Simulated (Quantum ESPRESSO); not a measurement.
Worked example: self-consistent single point of SrAg₃Pd₂ (P6/mmm, 6 atoms in the cell) in Quantum ESPRESSO.

Level of theory: PBEsol, GBRV 1.5 ultrasoft (PBESOL) pseudopotentials (plane waves; Quantum ESPRESSO).

The change in words: lattice scaled by 0.98. Reference geometry:
```yaml
crystal:
  lattice:
    - [5.54858, 0.00000, 0.00000]
    - [-2.77429, 4.80521, 0.00000]
    - [0.00000, 0.00000, 4.55616]
  atoms:
    - { symbol: Sr, position: [0.00000, 0.00000, 0.00000] }
    - { symbol: Ag, position: [0.50000, 0.00000, 0.50000] }
    - { symbol: Ag, position: [0.50000, 0.50000, 0.50000] }
    - { symbol: Ag, position: [0.00000, 0.50000, 0.50000] }
    - { symbol: Pd, position: [0.33333, 0.66667, 0.00000] }
    - { symbol: Pd, position: [0.66667, 0.33333, 0.00000] }
```

Reference input (self-consistent single point, DFT, PBEsol, plane waves, GBRV 1.5 ultrasoft (PBESOL) pseudopotentials): ecutwfc = 40 Ry; ecutrho = 320 Ry; occupations = smearing; smearing = gauss; degauss = 0.0147 Ry; K_POINTS = automatic 6 6 6 0 0 0; conv_thr = 1e-10 Ry. This run's input differs from it in these lines:

```diff
@@ -10,4 +10,4 @@
     ibrav = 4,
-    A = 5.5485798644,
-    C = 4.5561600000,
+    A = 5.4376081941,
+    C = 4.4650370000,
     nat = 6,
```

Log, with long lists cut:

```
     Self-consistent Calculation

     iteration #  1     ecut=    40.00 Ry     beta= 0.70

     negative rho (up, down):  2.103E-01 0.000E+00

     total energy              =   -1348.32497436 Ry
     estimated scf accuracy    <       9.83065953 Ry

     iteration #  2     ecut=    40.00 Ry     beta= 0.70

     negative rho (up, down):  2.132E-01 0.000E+00

     total energy              =   -1352.52366611 Ry
     estimated scf accuracy    <      14.18733110 Ry

     iteration #  3     ecut=    40.00 Ry     beta= 0.70

     negative rho (up, down):  2.135E-01 0.000E+00

     total energy              =   -1354.12882427 Ry
     estimated scf accuracy    <       0.73045954 Ry

   [... 7 blocks of this kind left out ...]

     iteration # 11     ecut=    40.00 Ry     beta= 0.70

     negative rho (up, down):  2.165E-01 0.000E+00

     total energy              =   -1354.11773622 Ry
     estimated scf accuracy    <          1.1E-09 Ry

     iteration # 12     ecut=    40.00 Ry     beta= 0.70

     negative rho (up, down):  2.165E-01 0.000E+00
     End of self-consistent calculation

   [... 5 lines left out ...]

   [... 5 lines left out ...]

     the Fermi energy is    14.9422 ev

!    total energy              =   -1354.11773622 Ry
     estimated scf accuracy    <          1.5E-11 Ry
     smearing contrib. (-TS)   =      -0.00316422 Ry
     internal energy E=F+TS    =   -1354.11457200 Ry

     convergence has been achieved in  12 iterations

     negative rho (up, down):  2.165E-01 0.000E+00

     Forces acting on atoms (cartesian axes, Ry/au):

     atom    1 type  1   force =     0.00000000    0.00000000    0.00000000
   [... zero for the other atoms too ...]

     Total force =     0.000000     Total SCF correction =     0.000000

     negative rho (up, down):  2.165E-01 0.000E+00
          total   stress  (Ry/bohr**3)                   (kbar)     P=       22.26
   0.00015115   0.00000000   0.00000000           22.24        0.00        0.00
   0.00000000   0.00015115   0.00000000            0.00       22.24        0.00
   0.00000000   0.00000000   0.00015155            0.00        0.00       22.29

   JOB DONE.
```

The run converged in 12 iterations. Against the reference run the free energy hardly moves (within 1 meV/atom) and the pressure goes from -3.63 to 2.23 GPa.

The starting cell comes from a database of computed structures (which also holds hypothetical and non-ambient phases and stackings), without a prior relaxation at this level. For this run, on top of that: lattice scaled by 0.98. Spin polarisation is off.

Cost on one core of a shared machine: roughly 2 min.
